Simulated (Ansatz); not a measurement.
Abridged Ansatz (a program for electronic structure) output:

```
Relaxation: its limit of steps is 50 (relax.max_steps)
Pseudopotential: Pt, paw, valence charge 18
Pseudopotential: Se, paw, valence charge 16
Crystal: 3 atoms, lattice volume = 52.000 Å³
Basis set: ecut = 420 eV, 999 PW (Γ), exchange–correlation on 50×50×64 points (8 copies of the dense FFT grid, shifted against one another)
Bands: 30, of which v1, the nominal top of the filled ones, is band 25 counted from 1 (24 counted from 0)
Symmetry: 12 space group operations
k-points: 421 of 4212
Functional: x = pbesol(κ = 0.804, μ = 0.12345679012345678), c = pbesol(β = 0.046)
SCF iter   1: F=—  HF=-23234.677043 eV  |F-HF|=—  |Δ(HF+E_count)|=         —  Δρ=4.30e-3  dr2=9.59e-3  ethr=1.77e-3  ⟨swp⟩=5.2  Hψ=48441  notcnv=0
SCF iter   2: F=—  HF=-23234.675552 eV  |F-HF|=—  |Δ(HF+E_count)|=   1.49e-3  Δρ=1.83e-3  dr2=1.49e-3  ethr=1.92e-5  ⟨swp⟩=2.8  Hψ=26327  notcnv=0
SCF 1 converged in 10 iterations: F = -23234.675322 eV  dr2 = 2.41e-11
relax step   1: F+E_penalty+E_count = -23234.67532161 eV  Δ(F+E_penalty+E_count) = +0.000e0 eV  max|allowed force component| = 8.994e-1 eV/Å  Δτ_max = 0.0000 Å  (10 SCF iters, accepted)
Crystal: 3 atoms, lattice volume = 52.000 Å³
SCF iter   1: F=—  HF=-23234.712063 eV  |F-HF|=—  |Δ(HF+E_count)|=         —  Δρ=9.29e-3  dr2=5.75e-2  ethr=1.16e-4  ⟨swp⟩=1.0  Hψ=49365  notcnv=0  defer=1
SCF iter   2: F=—  HF=-23234.702379 eV  |F-HF|=—  |Δ(HF+E_count)|=   9.68e-3  Δρ=4.08e-3  dr2=9.16e-3  ethr=1.15e-4  ⟨swp⟩=2.0  Hψ=14379  notcnv=0  defer=1
SCF 2 converged in 10 iterations: F = -23234.700187 eV  dr2 = 9.73e-11
relax step   2: F+E_penalty+E_count = -23234.70018689 eV  Δ(F+E_penalty+E_count) = -2.487e-2 eV  max|allowed force component| = 5.989e-1 eV/Å  Δτ_max = 0.0926 Å  (10 SCF iters, accepted)
Crystal: 3 atoms, lattice volume = 52.000 Å³
SCF iter   1: F=—  HF=-23234.725267 eV  |F-HF|=—  |Δ(HF+E_count)|=         —  Δρ=3.78e-3  dr2=9.60e-3  ethr=1.79e-4  ⟨swp⟩=3.4  Hψ=30409  notcnv=0  defer=3
SCF iter   2: F=—  HF=-23234.723674 eV  |F-HF|=—  |Δ(HF+E_count)|=   1.59e-3  Δρ=1.59e-3  dr2=1.42e-3  ethr=1.92e-5  ⟨swp⟩=1.0  Hψ=16000  notcnv=0  defer=2
SCF 3 converged in 10 iterations: F = -23234.723357 eV  dr2 = 2.27e-11
relax step   3: F+E_penalty+E_count = -23234.72335698 eV  Δ(F+E_penalty+E_count) = -2.317e-2 eV  max|allowed force component| = 3.043e-2 eV/Å  Δτ_max = 0.0366 Å  (10 SCF iters, accepted)
Crystal: 3 atoms, lattice volume = 52.000 Å³
SCF iter   1: F=—  HF=-23234.723422 eV  |F-HF|=—  |Δ(HF+E_count)|=         —  Δρ=2.00e-4  dr2=2.62e-5  ethr=5.60e-7  ⟨swp⟩=2.1  Hψ=25550  notcnv=0  defer=2
SCF iter   2: F=—  HF=-23234.723413 eV  |F-HF|=—  |Δ(HF+E_count)|=   8.94e-6  Δρ=8.72e-5  dr2=4.22e-6  ethr=5.25e-8  ⟨swp⟩=1.0  Hψ=15998  notcnv=0  defer=2
SCF 4 converged in 7 iterations: F = -23234.723415 eV  dr2 = 1.50e-10
relax step   4: F+E_penalty+E_count = -23234.72341500 eV  Δ(F+E_penalty+E_count) = -5.802e-5 eV  max|allowed force component| = 1.085e-3 eV/Å  Δτ_max = 0.0020 Å  (7 SCF iters, accepted)
SCF converged after 7 iterations
Free energy (F): -23234.723415 eV
Internal energy: -23234.699267 eV  (E = F + TS)
E sigma→0 (E₀):  -23234.711341 eV
Entropy (-TS):   -0.024148 eV (-8.049 meV/atom)
Fermi energy:    16.302735 eV
  E_disp       = -1.505449  (pairwise vdW)
--- Forces (eV/Å), atoms counted from 1 ---
  atom   1  Pt    -0.00000000     0.00000000     0.00000000
  atom   2  Se     0.00000000     0.00000000     0.00108480
  atom   3  Se    -0.00000000    -0.00000000    -0.00108480
--- Stress (GPa, compression-positive) ---
       10.527062      -0.000000       0.000000
       -0.000000      10.527062       0.000000
        0.000000       0.000000       7.072929
  P = ⅓ Tr σ = 9.3757 GPa (93.757 kbar)
--- Relaxed structure (4 steps of the walk, 4 accepted, 0 SCFs on fresh bases) ---
  atoms:
    - { symbol: Pt, position: [3.5950299039640592e-34, 2.809023696504331e-34, 3.19882754621313e-20] }
    - { symbol: Se, position: [0.3333333333333333, 0.6666666666666666, 0.2839770355742963] }
    - { symbol: Se, position: [0.6666666666666667, 0.3333333333333333, 0.7160229644257037] }
```

### Question
What was computed, and what are the main results?

### Answer
PtSe2, 3 atoms in the cell, with DFT with PBEsol-D3(BJ), PAW potentials and a 420 eV plane-wave cutoff in Ansatz, no spin-orbit coupling. The last SCF converged to F = -23234.723415 eV, or -7744.9078 eV per atom, at a pressure of 9.38 GPa. The total energy compares only with runs of the same code, potentials and settings.

The cells carry an imposed strain or load. No phonon test of stability was made. All final runs are without spin polarisation. The cell was made from PtSe₂ in the CdI2 type structure (space group P-3m1, No. 164; layered) by this change: isotropic strain −2.50 %.

Keys are those of Ansatz 0.2.
